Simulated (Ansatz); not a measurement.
**Bi2SiO5: pressure series**

Base system: Bi$_{2}$SiO$_{5}$ (space group Cmc2_1, No. 36; a cell from a computed database, its experimental status unchecked).

```
Bi2SiO5
1.0
    7.58446    -2.74037     0.00000
    7.58446     2.74037     0.00000
    0.00000     0.00000     5.32723
Si Bi O
2 4 10
Direct
  0.67883   0.32117   0.80042
  0.32117   0.67883   0.30042
  0.61370   0.05558   0.24481
  0.38630   0.94442   0.74481
  0.94442   0.38630   0.24481
  0.05558   0.61370   0.74481
  0.25962   0.24134   0.01515
  0.74038   0.75866   0.51515
  0.75866   0.74038   0.01515
  0.24134   0.25962   0.51515
  0.73420   0.08197   0.82458
  0.26580   0.91803   0.32458
  0.91803   0.26580   0.82458
  0.08197   0.73420   0.32458
  0.46945   0.53055   0.02849
  0.53055   0.46945   0.52849
```

Cell and atoms are relaxed at each pressure.

Computed with PBEsol (Ansatz, a program for electronic structure; PAW; 420 eV plane waves; no spin-orbit coupling).

```
P (GPa)  V (Å³/atom)
-------  -----------
-2.00         14.281
-1.00         14.044
0.30          13.787
0.69          13.716
1.50          13.586
3.00          13.372
5.00          13.130
10.00         12.649
```

Question: Fit a third-order Birch–Murnaghan equation of state.

Answer: Least squares on P(V) = (3B₀/2)[(V₀/V)^(7/3) − (V₀/V)^(5/3)]·[1 + (3/4)(B₀′ − 4)((V₀/V)^(2/3) − 1)] gives V₀ = 13.84 Å³/atom, B₀ = 74 GPa and B₀′ = 9.4.

Load acts through the strain it causes; cell and atoms are relaxed under it. No phonon test of stability was made. No other phases were tried under pressure.
